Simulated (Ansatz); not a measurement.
Consider MoTe2 (space group P6_3/mmc, No. 194; a = 3.4966 Å, c = 13.6959 Å; layered, stacked along the Cartesian z axis). Axes: x lies along a and z along c of the hexagonal cell.

Structures relaxed with PBE-D3(BJ), PAW, 420 eV (Ansatz, a first-principles code; spin-orbit coupling left out).

Base:

Simulated powder pattern, Cu Kα, λ = 1.54184 Å (kinematic, ideal powder, no thermal factors, no anomalous dispersion; the 14 strongest lines at most, above 2 %, up to 2θ = 90°):

```
2θ (°)  I/Imax (%)       hkl
------  ----------  --------
12.93           17     (002)
26.02           12     (004)
29.50           38     (100)
30.23          8.0     (101)
35.58          100     (103)
44.61           31     (105)
52.33           29     (110)
53.53          8.2     (008)
62.30          7.7     (108)
64.88           17     (203)
71.15          7.4     (205)
78.14           16     (118)
84.05           11  (1 0 11)
87.96           15     (213)
```

After one change:

Simulated powder pattern, Cu Kα, λ = 1.54184 Å (kinematic, ideal powder, no thermal factors, no anomalous dispersion; the 14 strongest lines at most, above 2 %, up to 2θ = 90°):

```tsv
2θ (°)	I/Imax (%)
13.07	17
26.31	12
28.79	39
29.55	8.6
35.11	100
44.40	32
51.01	31
54.16	7.9
62.49	7.7
63.43	17
69.90	8.1
77.60	16
84.68	10
85.62	15
```

**Question.** Which of these changes matches the shifts?
(A) biaxial strain +1.20 %, plane normal [001], relaxed out of plane
(B) biaxial strain +3.00 %, plane normal [001], relaxed out of plane
(C) biaxial strain +2.40 %, plane normal [001], relaxed out of plane
(D) biaxial strain +0.60 %, plane normal [001], relaxed out of plane

**Answer.** C, biaxial strain +2.40 %, plane normal [001], relaxed out of plane. Its volume per atom is 25.07 Å³ against 24.17 Å³, and its space group is P6_3/mmc (No. 194).

Stability against distortions was not tested. The program warned that a D3 coordination switch lies within reach, so dispersion energies are less smooth here.
